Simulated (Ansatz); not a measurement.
## HfTe (model structure, started from the CsCl type, Pm-3m, No. 221, 2 atoms in the cell): properties by level of theory

```json
[
 {"level (code)": "PBE (Ansatz)", "lattice constant a (Å)": "3.542", "bulk modulus B0 (GPa)": "107", "cohesive energy (eV/atom)": "4.94"},
 {"level (code)": "PBEsol (Ansatz)", "lattice constant a (Å)": "___", "bulk modulus B0 (GPa)": "119", "cohesive energy (eV/atom)": "___"},
 {"level (code)": "r²SCAN (Ansatz)", "lattice constant a (Å)": "3.531", "bulk modulus B0 (GPa)": "114", "cohesive energy (eV/atom)": "___"}
]
```

Complete the blanks.


- PBEsol (Ansatz, a quantum-chemistry and plane-wave program), lattice constant a (Å): 3.493
- PBEsol (Ansatz), cohesive energy (eV/atom): 5.57
- r²SCAN (Ansatz), cohesive energy (eV/atom): 4.90

Caveats: the bulk modulus is −V dP/dV from two relaxed cells at ±2 % in volume (PBE, PBEsol, r²SCAN). Ansatz's density-functional and Hartree–Fock values are scalar-relativistic unless marked +SOC, with PAW data made under PBE.

Free atoms are spin-polarised, in the lowest state found; at levels without +SOC their spin–orbit coupling is left out.

The computed numbers hold no vibrational or temperature effects.

A model structure was made by putting elements into a prototype or built by hand; it is no filed structure, need not be a known phase, and can be a saddle point held by its symmetry.
